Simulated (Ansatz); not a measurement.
For BeSe (model structure, started from the BN type, Pm-3n, No. 223, 12 atoms in the cell), PBEsol (Ansatz, a program for electronic structure, PAW) gives:

| Property | Value |
|---|---|
| lattice constant a | 6.328 Å |
| cohesive energy | 4.11 eV/atom |

### Question
What does PBE-D3(BJ) in Ansatz (PAW) give for the same quantities?

### Answer

- lattice constant a: 6.313 Å (decreases by 0.2 %)
- cohesive energy: 4.06 eV/atom (drops by 0.05 eV/atom)

Changes are worked out from the printed values.

Unless a cell is named, each level is at its own relaxed cell (PBEsol 21.12, PBE-D3(BJ) 20.97 Å³/atom).

Ansatz's density-functional and Hartree–Fock values are scalar-relativistic unless marked +SOC, with PAW data made under PBE.

A model structure was made by putting elements into a prototype or built by hand; it is no filed structure, need not be a known phase, and can be a saddle point held by its symmetry.
